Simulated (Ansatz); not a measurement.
The starting structures come from a database of crystals and need not be the phases stable at ambient conditions.

```
CELL_PARAMETERS angstrom
      3.38795     0.00000     0.00000
      0.00000     6.58922     0.00000
      0.00000     0.00000     5.63274
ATOMIC_POSITIONS crystal
  Zr 0.75000 0.89158 0.75154
  Zr 0.25000 0.10842 0.24846
  Zr 0.25000 0.39158 0.74846
  Zr 0.75000 0.60842 0.25154
  O  0.25000 0.65924 0.97802
  O  0.75000 0.34076 0.02198
  O  0.75000 0.15924 0.52198
  O  0.25000 0.84076 0.47802
  O  0.25000 0.07650 0.86074
  O  0.75000 0.92350 0.13926
  O  0.75000 0.57650 0.63926
  O  0.25000 0.42350 0.36074
```

Space group of this cell: Pnma. The cell is taken as given; by r2SCAN its mean pressure is -9.0 GPa.

Computed with r2SCAN (plane waves, PAW; Ansatz, a first-principles code).

The current runs along the normal of the first two printed vectors; no spin-orbit coupling. Scaled by the factor s: the length along the current (ions clamped). Meshes 10×6×6 and 10×6 across the current in all rows.

| s | mean pressure (GPa) | slowest mid-gap decay constant κ (1/Å) |
|---|---|---|
| 0.97 | -0.9 | 0.435 |
| 1.00 | -9.0 | 0.451 |
| 1.03 | -15.6 | ? |

**Question.** Take the slope of the slowest mid-gap decay constant κ against ln s from the two given rows, extrapolate to s = 1.03, and say what the run there gives.

**Answer.** Slope = (0.435 − 0.451) / ln 0.97 = 0.525 1/Å. The line gives 0.451 + (0.525) × ln 1.03 = 0.467 1/Å. The run gives 0.462 1/Å, 0.005 1/Å under the line, 29 % of the predicted step.
